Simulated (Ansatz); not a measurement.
# Effect of isotropic strain −1.44 % on hypothetical diamond Te

The reference is Te in the diamond structure (space group Fd-3m, No. 227; a = 7.0606 Å; a hypothetical phase, not in the database extracts checked; relaxed with 0.1 eV smearing).

Now apply this change: an isotropic linear strain of −1.44 %; the atoms relax in the strained cell.

Computed with plane-wave PAW DFT at the PBEsol level (Ansatz, an electronic-structure program, 420 eV), scalar-relativistic without spin-orbit coupling. k-mesh 14×14×14 (Γ-centred); smearing 0.1 eV (Fermi–Dirac).

```csv
quantity,base,changed,shift
volume per atom,44.00 Å³,42.12 Å³,-1.873 Å³
space group,Fd-3m (No. 227),Fd-3m (No. 227),–
shortest interatomic distance,3.057 Å,3.013 Å,-0.044 Å
energy relative to the base (free energy F),0 meV/atom,+8.0 meV/atom,+8.0 meV/atom
pressure,0.0 GPa,1.4 GPa,+1.4 GPa
band gap,zero,zero,–
```

Stability against distortions was not tested.
